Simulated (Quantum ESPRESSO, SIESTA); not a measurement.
**Pressure against volume in wurtzite SiC (space group 186) (SIESTA, LDA)**

```
CELL_PARAMETERS angstrom
      2.96021     0.00000     0.00000
     -1.48011     2.56362     0.00000
      0.00000     0.00000     4.85359
ATOMIC_POSITIONS crystal
  Si 0.33333 0.66667 0.00000
  Si 0.66667 0.33333 0.50000
  C  0.33333 0.66667 0.37500
  C  0.66667 0.33333 0.87500
```

Computed with LDA PW92, numerical atomic orbitals DZP, PseudoDojo LDA standard norm-conserving potentials (rewritten from UPF to PSML) (SIESTA). Settings: XC.functional = LDA; XC.authors = PW92; potentials = PseudoDojo LDA standard; PAO.BasisSize = DZP; PAO.EnergyShift = 0.005 Ry; MeshCutoff = 455 Ry; kgrid.MonkhorstPack = 12 12 7; OccupationFunction = FD; ElectronicTemperature = 116.05 K; MaxSCFIterations = 150; SCF.Mixer.Method = Pulay; SCF.Mixer.Weight = 0.2; SCF.Mixer.History = 8; SCF.DM.Tolerance = 1.0E-05. The cell above is the first row's. The rows scale it uniformly. In all rows fractional positions and the k mesh are held.

```csv
V (Å^3/atom),P (GPa)
9.208,?
9.408,22.93
9.609,16.54
9.809,10.73
10.009,5.47
10.209,0.70
10.409,-3.62
10.610,-7.54
10.810,-11.10
```

Q: Using a cubic, estimate the missing P at V = 9.208 from the other rows, showing the fit.

A: With u = V - 10.1, the rows have u = -0.6920, -0.4910, -0.2910, -0.0910, 0.1090, 0.3090, 0.5100, 0.7100. Least squares gives P = 3.244 - 23.9459·u + 5.9067·u² - 0.8809·u³. Residuals (row less fit): -0.005, 0.010, -0.004, -0.003, -0.003, -0.003, 0.009, -0.005; standard error 0.008 (degrees of freedom: 4). The fitted pressure is zero at V0 = 10.24, where dP/dV = -22.34, so B0 = -V0·dP/dV = 229 GPa. At the withheld row, u = -0.8920, so P = 3.244 - 23.9459 × (-0.8920) + 5.9067 × (-0.8920)² - 0.8809 × (-0.8920)³ = 29.929 GPa. The calculation gives 29.96 GPa, 0.031 GPa above the prediction (0.1 % of the range of P in the table). The row lies outside the fitted rows, so this is an extrapolation. From the scatter of the fitted rows alone, a prediction at this place has a standard error of 0.022 GPa, so the miss is 1.4 times that.

Carrying the step between the two nearest rows on in a straight line would have given 29.29, off by 0.67; series whose last step already gives the withheld value aren't shown. The scan was laid around a cell of about the measured size, scaled by a guess for this functional; axis ratios and inner coordinates come from that cell. This is the 2H polytype. The runs keep the symmetry of the cell, so they don't test it for distortions. A plane-wave scan with the same functional (Quantum ESPRESSO, GBRV) gives V0 = 10.14 Å^3/atom and B0 = 229 GPa; a Birch-Murnaghan fit to all rows here lies 0.9 % from it in V0 and 0 % in B0; the two differ in basis, and may differ in potentials and mesh. Values carry the incompleteness of an atom-centred basis. The shape of the cell and the inner coordinates aren't relaxed, so V0 and B0 belong to this uniform scaling; a relaxed crystal lies no higher in energy and is usually softer (forces reach 0.07 eV/Å in these rows). Cutoffs and mesh are single choices, not tested for convergence of this quantity. Series with a scatter that would blur these digits, or in which a gap closes, are not shown.
